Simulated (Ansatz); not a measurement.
Si under a change: isotropic strain +1.46 %

Base system: Si in the diamond structure (space group Fd-3m, No. 227; a = 5.434 Å).

The change: every lattice vector is stretched by 1.46 %; the atoms relax in the strained cell.

Calculations: PBEsol (Ansatz, an electronic-structure program, PAW, no spin-orbit coupling), earlier PAW set. k-mesh 11×11×11 (Γ-centred); smearing 0.05 eV (Fermi–Dirac).

Volume per atom: 20.94 Å³ (base 20.05 Å³)
Space group: Fd-3m (No. 227) (base Fd-3m (No. 227))
Energy relative to the base (free energy F): +11 meV/atom
Pressure: -3.72 GPa (base -0.01 GPa)
Band gap: 0.54 eV (base 0.47 eV)
Gap character: indirect, Γ → Γ–X (87 % along) (base indirect, Γ → Γ–X (87 % along))
Smallest direct gap: 2.47 eV (base 2.52 eV)
Mean gap deformation potential ΔEg/Δln V: +1.8 eV
Width of the top valence band: 3.72 eV (base 3.90 eV)
Electron mass: 0.93 mₑ along k, 0.19 mₑ across (off the special points) (base 0.93 mₑ along k, 0.19 mₑ across (off the special points))
Hole mass (degenerate bands, along [100]): 0.15, 0.27, 0.27 mₑ (at Γ) (base 0.17, 0.26, 0.26 mₑ (at Γ))
Valley order (the lowest conduction-band minima on the path, energy above the VBM, named in the base's zone): a point along ⟨100⟩, about 1.0 Å⁻¹ from Γ 0.54 eV; L along ⟨111⟩ 1.31 eV (base a point along ⟨100⟩, about 1.0 Å⁻¹ from Γ 0.47 eV; L along ⟨111⟩ 1.46 eV)

Masses are band curvatures over ±0.01 Å⁻¹ around the edge. Along k means along the line from Γ to the band edge. Stability against distortions was not tested.
